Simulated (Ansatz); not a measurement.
The starting structures come from a database of crystals and need not be the phases stable at ambient conditions.

 Where the default PAW files enter, the runs use the earlier of Ansatz's two default sets.

Consider the following.

```xyz
10
Lattice="5.6765 0.0000 0.0000 0.0000 5.6765 0.0000 2.8382 -2.8382 4.1263" Properties=species:S:1:pos:R:3 pbc="T T T"
Sr     2.8382     0.0000     2.0631
Sr     5.6765     2.8382     2.0631
Ta     2.8382     2.8382     0.0000
Ta     0.0000     0.0000     0.0000
N      2.8382     2.8382     2.0631
N      5.6765     0.0000     2.0631
O      1.1661     1.6721     0.0000
O      4.5104     4.0044     0.0000
O      4.0044     1.1661     0.0000
O      1.6721     4.5104     0.0000
```

Space group of this cell: I4/mcm. The cell is taken as given; by PBEsol its mean pressure is -6.9 GPa.

Transport runs along the normal of the first two printed cell vectors, the (001) plane of the conventional cell.

The gap is the functional's own. No spin-orbit coupling. Mid-gap values are interpolated on the energy grid.

Task: Estimate the band gap and the smallest decay constant κ at mid-gap that PBEsol (Ansatz, a first-principles code) returns for this system.

Result: Gap 0.74 eV on a 8×8×8 mesh; κ = 0.115 1/Å, at the zone centre.
